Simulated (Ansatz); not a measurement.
# Mo₂Ge (model structure, started from the Fe2P type, P-62m, No. 189, 9 atoms in the cell): properties by level of theory

```
level (code)         equilibrium lattice constant a (Å)  lattice parameter c (Å)  enthalpy of formation (eV/atom)
-------------------  ----------------------------------  -----------------------  -------------------------------
PBE (Ansatz)                                      7.127                      ___                              ___
PBEsol (Ansatz)                                     ___                    3.119                           -0.070
PBE-D3(BJ) (Ansatz)                               7.070                      ___                           -0.070
```

Question: What belongs in the gaps?

Answer: 
- PBE (Ansatz, a quantum-chemistry and plane-wave program), lattice parameter c (Å): 3.157
- PBE (Ansatz), enthalpy of formation (eV/atom): -0.016
- PBEsol (Ansatz), equilibrium lattice constant a (Å): 7.059
- PBE-D3(BJ) (Ansatz), lattice parameter c (Å): 3.113

Ansatz's density-functional and Hartree–Fock values are scalar-relativistic unless marked +SOC, with PAW data made under PBE.

Computed values are for the static lattice.

A model structure was made by putting elements into a prototype or built by hand; it is no filed structure, need not be a known phase, and can be a saddle point held by its symmetry.
